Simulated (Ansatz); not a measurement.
ErFe₂ (Fd-3m, No. 227; cell taken from a computed entry) was calculated with r²SCAN (Ansatz, an electronic-structure program, PAW).

Run with plane-wave cutoff 500 eV, 14×14×14 k mesh, Fermi–Dirac smearing 0.1 eV, spin-polarised start, scalar-relativistic PAW data made under PBE.

Computed at the level's own relaxed cell.

Problem. What does this level give for the volume per atom?

Solution. 
- volume per atom = 16.05 Å³/atom

Note: the magnetic order was assumed, not searched for or taken from measurement; the relaxation could not lower the start's symmetry, so the cell can be a saddle point above a distorted one; the 4f shell is treated without U or exact exchange, so its levels and filling can be wrong.

Spin–orbit coupling is not included.
